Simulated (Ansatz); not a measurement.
Base system: Te (space group P3_121, No. 152; a = 4.624 Å, c = 5.903 Å; made of chains). Axes: x lies along a and z along c of the hexagonal cell.

All numbers come from DFT with r2SCAN, PAW potentials and a 500 eV plane-wave cutoff in Ansatz (a program for electronic structure), spin-orbit coupling left out.

Base values:

- Smallest direct gap: 0.60 eV

One thing is altered: uniaxial strain ε_xx = +1.08 %, all other strain components held at zero; the atoms relax in the strained cell.

Task: Estimate the effect on the stress, largest internal atomic displacement and smallest direct gap.

Result: The stress (xx, yy, zz, yz, xz, xy; compression positive) amounts to (-0.20, -0.06, -0.16, -0.08, 0.00, 0.00) GPa; the largest internal atomic displacement is 0.015 Å; the smallest direct gap goes up by 0.01 eV to 0.61 eV.

With Te present, leaving out spin-orbit coupling can change the band edges. Whether these cells are dynamically stable was not tested. No dispersion term is included, though the crystal is made of layers, chains or molecules, so its spacings can come out too wide.
